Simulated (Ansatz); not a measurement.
**C: pressure 10 GPa**

The reference is C (space group Fmmm, No. 69; a = 2.4562 Å, b = 4.2509 Å, c = 6.7530 Å; layered, stacked along the Cartesian z axis).

One thing is altered: a hydrostatic pressure of 10 GPa.

Level of theory: r2SCAN+rVV10 (Ansatz, a first-principles code; PAW; 500 eV plane waves; no SOC). Γ-centred 16×16×16 mesh, Fermi–Dirac width 0.05 eV.

| quantity | base | changed | shift |
|---|---|---|---|
| volume per atom | 8.81 Å³ | 7.67 Å³ | -1.14 Å³ |
| shortest interatomic distance | 1.417 Å | 1.406 Å | -0.011 Å |
| enthalpy H = E + PV relative to the base's energy | – | +0.51 eV/atom | – |
| band gap | zero | zero | – |

Final structure:

```xyz
2
Lattice="0.0000 2.1085 2.9831 1.2200 0.0000 2.9831 1.2200 2.1085 0.0000" Properties=species:S:1:pos:R:3 pbc="T T T"
C      1.2200     0.7028     2.9831
C      1.2200     3.5142     2.9831
```

The mesh was chosen for an insulator and is coarse for the gapless case. Load acts through the strain it causes; cell and atoms are relaxed under it. Stability against distortions was not tested. No other phases were tried under pressure. The base started in Cmme and relaxed to Fmmm at this level. This is not the structure that C has at room temperature and ambient pressure.
